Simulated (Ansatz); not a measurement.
Consider Sr in the fcc (Cu type) structure (space group Fm-3m, No. 225; a = 5.923 Å). Axes: x, y, z lie along the cube axes.

Calculations: Kohn–Sham DFT with the PBEsol functional, run in Ansatz (a program for electronic structure) with PAW and 420 eV plane waves, no spin-orbit coupling.

For the base:

```
Item                Value
---------------  --------
Volume per atom  51.93 Å³
Pressure          0.0 GPa
```

The change: tensile biaxial strain of 1.67 % in the plane normal to [111], as in epitaxy on a mismatched substrate; the out-of-plane cell vector and the atoms relax.

Task: What does the calculation give for the volume per atom and pressure after the change?

Result: The volume per atom increases by 1.501 Å³ (51.93 Å³ → 53.44 Å³); the pressure (mean of the normal stresses, compression positive) goes from zero to -0.3 GPa.

Stability against distortions was not tested.
